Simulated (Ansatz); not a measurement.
## A constructed model of the (111) surface of fcc Rh, a layer of Ti in place of the third plane (bottom of the slab: a bare face, its two planes held)

All values below come from PBE (plane waves to 420 eV, PAW; Ansatz, a quantum-chemistry and plane-wave program).

Model: 6-atom slab, 11.3 Å thick at the start with caps and adatoms (thin: gaps and levels are the slab's own), 16x16x1 mesh, Fermi-Dirac 0.1 eV, dipole correction, 2 atoms held, the rest relaxed; symmetry of the start imposed; no spin, no spin-orbit, no U. In PBE it lies 0.59 eV a 1x1 cell over the lowest computed structure of the same composition (a layer of Ti in place of the second plane).

```
Property                                             Result
-----------------------------  ----------------------------
work function of the top face                       5.27 eV
energy released by relaxation                      0.087 eV
cost                           very roughly 80 core-seconds
```
